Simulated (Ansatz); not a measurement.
ZnS (P3m1, No. 156, 20 atoms in the cell; start mp-557308; a measured phase of this formula has another space group) was calculated with r²SCAN+rVV10 (PAW; Ansatz, a first-principles code).

Settings: plane-wave cutoff 560 eV, 12×12×2 k mesh (along the axes of the cell as run), Fermi–Dirac smearing 0.01 eV, scalar-relativistic PAW data made under PBE.

Cell (relaxed at this level):

```cif
data_S10Zn10
_chemical_formula_sum 'Zn10 S10'
_space_group_name_H-M_alt 'P 1'
_space_group_IT_number 1
_cell_length_a 3.79456
_cell_length_b 3.79456
_cell_length_c 31.01841
_cell_angle_alpha 90.000
_cell_angle_beta 90.000
_cell_angle_gamma 120.000
loop_
_space_group_symop_operation_xyz
  'x, y, z'
loop_
_atom_site_label
_atom_site_type_symbol
_atom_site_fract_x
_atom_site_fract_y
_atom_site_fract_z
_atom_site_occupancy
Zn1 Zn 0.00000 0.00000 0.59990 1
Zn2 Zn 0.66667 0.33333 0.20014 1
Zn3 Zn 0.66667 0.33333 0.79992 1
Zn4 Zn 0.33333 0.66667 0.69982 1
Zn5 Zn 0.00000 0.00000 0.30008 1
Zn6 Zn 0.00000 0.00000 0.00010 1
Zn7 Zn 0.33333 0.66667 0.90004 1
Zn8 Zn 0.66667 0.33333 0.49996 1
Zn9 Zn 0.33333 0.66667 0.10023 1
Zn10 Zn 0.33333 0.66667 0.40002 1
S1 S 0.00000 0.00000 0.07518 1
S2 S 0.00000 0.00000 0.67483 1
S3 S 0.33333 0.66667 0.97495 1
S4 S 0.33333 0.66667 0.47496 1
S5 S 0.66667 0.33333 0.57489 1
S6 S 0.33333 0.66667 0.77475 1
S7 S 0.66667 0.33333 0.27508 1
S8 S 0.33333 0.66667 0.17515 1
S9 S 0.00000 0.00000 0.37502 1
S10 S 0.66667 0.33333 0.87500 1
```

### Question
What does this level give for the band gap?

### Answer

band gap: 2.72 eV (on the SCF k mesh)

Note: the relaxation could not lower the start's symmetry, so the cell can be a saddle point above a distorted one.

The computed numbers hold no vibrational or temperature effects.

A start named mp-… is a Materials Project structure, which need not be a measured phase.
